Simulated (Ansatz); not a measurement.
The starting structures come from a database of crystals and need not be the phases stable at ambient conditions.

Tunnelling through a barrier is set by its complex band structure: the current falls as exp(−2κd) with the smallest κ.

Here is the system:

```
Ag2S
1.0
    4.36114     0.00000     0.00000
    0.00000     7.40179     0.00000
   -1.52193     0.00000     7.63901
Ag S
8 4
Direct
  0.72895   0.49119   0.20641
  0.27105   0.50881   0.79359
  0.77105   0.99119   0.29359
  0.22895   0.00881   0.70641
  0.70176   0.30697   0.55709
  0.29824   0.69303   0.44291
  0.79824   0.80697   0.94291
  0.20176   0.19303   0.05709
  0.59915   0.23666   0.85946
  0.40085   0.76334   0.14054
  0.90085   0.73666   0.64054
  0.09915   0.26334   0.35946
```

Space group of this cell: P2_1/c. The cell is taken as given; by PBEsol its mean pressure is -5.5 GPa.

Transport runs along the normal of the first two printed cell vectors.

No gap correction and no spin-orbit coupling; mid-gap values are interpolated between computed energies.

Predict the band gap and the smallest decay constant κ at mid-gap from PBEsol (Ansatz, a quantum-chemistry and plane-wave program).

Gap 0.88 eV on a 8×4×4 mesh; κ = 0.137 1/Å, at the zone centre.
